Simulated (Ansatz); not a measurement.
Take InSb in the zinc blende structure (space group F-43m, No. 216; a = 6.5189 Å) as the base. Axes: x, y, z lie along the cube axes.

Level of theory: plane-wave PAW DFT at the PBEsol level (Ansatz, a quantum-chemistry and plane-wave program, 420 eV), no spin-orbit coupling.

Before the change:

| Property | Result |
|---|---|
| Shortest interatomic distance | 2.823 Å |

The change: biaxial strain +1.25 %, plane normal [111], relaxed out of plane (Cartesian); in-plane vectors clamped, the third vector and the atoms free.

Predict the new shortest interatomic distance and energy relative to the base.

The shortest interatomic distance grows by 0.004 Å (2.823 Å → 2.827 Å); the energy goes up by 2.9 meV/atom.

Stability against distortions was not tested. All final runs are without spin polarisation.
